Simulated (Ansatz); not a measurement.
Results of PBEsol (PAW; Ansatz, a program for electronic structure) for K3AgSn3Se8 (P4/nbm, No. 125; cell taken from a computed entry).

Numerical settings: plane-wave cutoff 520 eV, 4×4×4 k mesh, Fermi–Dirac smearing 0.01 eV, no spin polarisation, scalar-relativistic PAW data made under PBE.

Cell (relaxed with PBEsol):

```xyz
30
Lattice="8.0681 0.0000 0.0000 0.0000 8.0681 0.0000 0.0000 0.0000 13.3207" Properties=species:S:1:pos:R:3 pbc="T T T"
K      4.0341     4.0341     3.6177
K      4.0341     4.0341     9.7030
K      0.0000     0.0000     9.7030
K      0.0000     0.0000     3.6177
K      0.0000     0.0000     0.0000
K      4.0341     4.0341     0.0000
Ag     0.0000     4.0341     0.0000
Ag     4.0341     0.0000     0.0000
Sn     0.0000     4.0341     3.1709
Sn     4.0341     0.0000     3.1709
Sn     0.0000     4.0341    10.1497
Sn     4.0341     0.0000    10.1497
Sn     4.0341     0.0000     6.6603
Sn     0.0000     4.0341     6.6603
Se     2.5583     1.4758    11.5327
Se     6.5923     2.5583    11.5327
Se     5.5099     6.5923    11.5327
Se     1.4758     5.5099    11.5327
Se     2.5583     6.5923     1.7880
Se     6.5923     5.5099     1.7880
Se     5.5099     1.4758     1.7880
Se     1.4758     2.5583     1.7880
Se     2.6751     1.3589     4.9692
Se     6.7092     2.6751     4.9692
Se     5.3930     6.7092     4.9692
Se     1.3589     5.3930     4.9692
Se     2.6751     6.7092     8.3515
Se     6.7092     5.3930     8.3515
Se     5.3930     1.3589     8.3515
Se     1.3589     2.6751     8.3515
```

What does this level give for the band gap and smallest direct gap on the k points sampled?


- band gap: 1.10 eV
- smallest direct gap on the k points sampled: 1.15 eV

Spin–orbit coupling is not included.

Static lattice: no zero-point or thermal effects.
